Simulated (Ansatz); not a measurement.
**Worked example: self-consistent single point of Al (Fm-3m, 1 atom in the cell) in Ansatz (an electronic-structure program)**

Computed with PBE, harder PAW files (source: ansatz) (plane waves; Ansatz).

The input file:

Ansatz 0.2 input:
```yaml
crystal:
  lattice:
    - [0.000000, 2.019465, 2.019465]
    - [2.019465, 0.000000, 2.019465]
    - [2.019465, 2.019465, 0.000000]
  atoms:
    - { symbol: Al, position: [0.000000, 0.000000, 0.000000] }
basis:
  ecutwfc: 900.0
kpoints:
  mp_grid: { grid: [14, 14, 14] }
hamiltonian:
  xc: pbe
  pseudopotentials: { kind: paw, source: ansatz }
scf:
  occupations: { method: methfessel_paxton, width: 0.1 }
output:
  forces: true
  eigenvalues: true
  stress: true
```

Output, abridged:

```
Pseudopotentials: kind: paw
Pseudopotential: Al, paw, valence charge 11
Crystal: 1 atoms, lattice volume = 16.472 Å³
Basis set: ecut = 900 eV, 965 PW (Γ), exchange–correlation on 60×60×60 points (8 copies of the dense FFT grid, shifted against one another)
Bands: 10, of which v1, the nominal top of the filled ones, is band 6 counted from 1 (5 counted from 0)
Symmetry: 48 space group operations
Space group: Fm-3m (ITA 225), of the structure as read, at distance tolerance 2.5e-5 Å
k-points: 104 of 2744
Initial density: superposition of atomic densities (chi_scale 0.1, normalization cell)
Initial wavefunctions: pseudopotential atomic-orbital guess
Eigensolver: davidson
Functional: x = pbe(κ = 0.804, μ = 0.2195149727645171), c = pbe(β = 0.06672455060314922)
SCF iter   1: F=—  HF=-2431.087560 eV  |F-HF|=—  |Δ(HF+E_count)|=         —  Δρ=2.22e-2  dr2=8.14e-2  ethr=3.10e-3  ⟨swp⟩=6.0  Hψ=8207  notcnv=0
all-band conjugate gradients solve this SCF's bands
preconditioner: auto → none
SCF iter   2: F=—  HF=-2431.068352 eV  |F-HF|=—  |Δ(HF+E_count)|=   1.92e-2  S|Δr|=    0.00e0  Δρ=1.07e-2  dr2=1.68e-2  ethr=7.40e-4  ⟨swp⟩=2.0  Hψ=2287  notcnv=0  defer=51
SCF iter   3: F=—  HF=-2431.063963 eV  |F-HF|=—  |Δ(HF+E_count)|=   4.39e-3  S|Δr|=    0.00e0  Δρ=6.83e-4  dr2=3.90e-5  ethr=1.53e-4  ⟨swp⟩=2.0  Hψ=1392  notcnv=0  defer=51
SCF iter   4: F=—  HF=-2431.064019 eV  |F-HF|=—  |Δ(HF+E_count)|=   5.60e-5  S|Δr|=    0.00e0  Δρ=1.17e-4  dr2=1.03e-6  ethr=3.54e-7  ⟨swp⟩=2.7  Hψ=1728  notcnv=0  defer=51
SCF iter   5: F=-2431.064019 eV  HF=-2431.064019 eV  |F-HF|=7.32e-9  |Δ(HF+E_count)|=  8.60e-10  S|Δr|=    0.00e0  Δρ=1.37e-5  dr2=2.31e-8  ethr=9.09e-10  ⟨swp⟩=9.6  Hψ=5851  notcnv=0
SCF 1 converged in 5 iterations: F = -2431.064019 eV  dr2 = 2.31e-8
SCF converged after 5 iterations
Stability not checked (fill_not_monotonic)
Free energy (F): -2431.064019 eV
Harris-Foulkes:  -2431.064019 eV  (|F-HF|=7.32e-9)
Internal energy: -2431.064395 eV  (E = F + TS)
E sigma→0 (E₀):  -2431.064113 eV
Entropy (-TS):   0.000376 eV (0.376 meV/atom)
Fermi energy:    10.001114 eV
--- Per-component energies (eV) ---
  E_band       = -499.109712
  E_kinetic    = 250.774951
  E_local      = -2333.731608  (includes V_loc(G=0)·N_el)
  E_nonlocal   = 339.852906
  E_hartree    = 692.133827
  E_xc         = -69.658005
  E_vxc        = -90.065530  (∫ρ·V_xc dr)
  E_paw        = -321.502951  (= ΣΔE_a)
  E_vpaw       = -50.213688  (= ΣTr[D̂ρ^β])
  E_aug_tail   = 0.000064  (compensation charges beyond the density's cutoff)
  E_ewald      = -988.933579
  E_smearing   = 0.000376  (= −TS)
  E_closure    = -0.000000  (closes the sum)
  Σ components = -2431.064019   (vs F -2431.064019, Δ=0.00e0)
--- Forces (eV/Å), atoms counted from 1 ---
  atom   1  Al    -0.00000000    -0.00000000    -0.00000000
  max |Σ_I F_I| component: 9.45e-32 eV/Å
--- Stress (GPa, compression-positive) ---
       -0.148686      -0.000000      -0.000000
       -0.000000      -0.148686       0.000000
       -0.000000       0.000000      -0.148686
  P = ⅓ Tr σ = -0.1487 GPa (-1.487 kbar)
  The stress holds the Pulay correction. Without it, at fixed plane waves, as pw.x and ABINIT print it: P = -0.1582 GPa
--- Band table (eV; the first three rows and the last of 104) ---
  k-point 0: bands = ["-93.3991", "-54.8505", "-54.8505", "-54.8505", "-1.1056", "22.6682", "22.6682", "22.6682", "24.1743", "24.1743"]
  k-point 1: bands = ["-93.3989", "-54.8516", "-54.8507", "-54.8507", "-0.9666", "20.5303", "22.2131", "22.2131", "24.8135", "24.8437"]
  k-point 2: bands = ["-93.3986", "-54.8547", "-54.8511", "-54.8511", "-0.5505", "17.6419", "21.5803", "21.5803", "24.7216", "25.9697"]
  k-point 103: bands = ["-93.3954", "-54.8671", "-54.8642", "-54.8594", "8.6400", "9.8305", "9.9441", "11.4996", "24.1599", "25.6271"]
```

The run converged in 5 iterations.

The starting cell comes from a database of computed structures (which also holds hypothetical and non-ambient phases and stackings), without a prior relaxation at this level. Ansatz's pressure includes its estimate of the finite-basis (Pulay) stress.
